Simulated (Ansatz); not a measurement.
Take TiO$_{2}$ in the anatase structure (space group I4_1/amd, No. 141; a = 3.778 Å, c = 9.584 Å) as the base.

Level of theory: r2SCAN in Ansatz (plane waves to 500 eV, PAW, no spin-orbit coupling).

One change was made to it. Results:

The smallest direct gap grows by 0.05 eV, from 2.87 eV to 2.92 eV; the c/a ratio drops by 0.071, from 2.537 to 2.466; the lattice parameter a shrinks by 2.7 pm, from 377.8 pm to 375.1 pm.

Problem. Which change produced these results?
(A) pressure 1.5 GPa
(B) pressure 10 GPa
(C) pressure 0.7 GPa

Solution. B, pressure 10 GPa. For comparison, the smallest direct gap in the other runs: pressure 0.7 GPa gives 2.87 eV; pressure 1.5 GPa gives 2.88 eV.

Load acts through the strain it causes; cell and atoms are relaxed under it. Whether these cells are dynamically stable was not tested. No other phases were tried under pressure. All final runs are without spin polarisation.

Ansatz is a quantum-chemistry and plane-wave program.
